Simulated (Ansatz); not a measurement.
The starting structures come from a database of crystals and need not be the phases stable at ambient conditions.

Tunnelling through a barrier is set by its complex band structure: the current falls as exp(−2κd) with the smallest κ.

Here is the system:

```yaml
crystal:
  lattice:
    - [5.78393, 0.00000, 0.00000]
    - [0.00000, 7.33604, 0.00000]
    - [0.00000, -2.44875, 5.47100]
  atoms:
    - { symbol: Ba, position: [0.75000, 0.76512, 0.38256] }
    - { symbol: Ba, position: [0.25000, 0.23488, 0.61744] }
    - { symbol: Bi, position: [0.75000, 0.14814, 0.07407] }
    - { symbol: Bi, position: [0.25000, 0.85186, 0.92593] }
    - { symbol: Cl, position: [0.75000, 0.49172, 0.74586] }
    - { symbol: Cl, position: [0.25000, 0.50828, 0.25414] }
    - { symbol: O, position: [0.00000, 0.00000, 0.77237] }
    - { symbol: O, position: [0.00000, 0.00000, 0.22763] }
    - { symbol: O, position: [0.50000, 0.00000, 0.22763] }
    - { symbol: O, position: [0.50000, 0.00000, 0.77237] }
```

Space group of this cell: Cmcm. The cell is taken as given; by PBEsol its mean pressure is -3.6 GPa.

Transport runs along the normal of the first two printed cell vectors.

No gap correction and no spin-orbit coupling; mid-gap values are interpolated between computed energies.

Task: State the band gap and the smallest decay constant κ at mid-gap according to Ansatz (an electronic-structure program) with PBEsol.

Result: Gap 3.11 eV on a 6×6×6 mesh; κ = 0.363 1/Å, at (0.000, 0.250) of the in-plane reciprocal vectors. At the zone centre, at the nearest computed energy, the slowest state has κ = 0.39 1/Å.
